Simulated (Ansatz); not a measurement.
The reference is Ag in the fcc (Cu type) structure (space group Fm-3m, No. 225).

```
Ag
1.0
    0.00000     2.05259     2.05259
    2.05259     0.00000     2.05259
    2.05259     2.05259     0.00000
Ag
1
Direct
  0.00000   0.00000   0.00000
```

Cartesian axes are those of the cell as printed.

Method: DFT with r2SCAN, PAW potentials and a 500 eV plane-wave cutoff in Ansatz (a quantum-chemistry and plane-wave program), no SOC.

Base values:

| Property | Result |
|---|---|
| Pressure | 0.0 GPa |
| Volume per atom | 17.30 Å³ |

Now apply this change: compressive biaxial strain of 3.62 % in the plane normal to [111], as in epitaxy on a mismatched substrate; the out-of-plane cell vector and the atoms relax.

Task: What does the calculation give for the energy relative to the base, pressure and volume per atom after the change?

Result: The energy rises by 25 meV/atom; the pressure (mean of the normal stresses, compression positive) goes from zero to 5.2 GPa; the volume per atom shrinks by 0.66 Å³, from 17.30 Å³ to 16.64 Å³.

Without a gap, meshes like the base's 19×19×19 leave anisotropic stresses uncertain by several tenths of a GPa, and small strain energies with them. Whether these cells are dynamically stable was not tested.
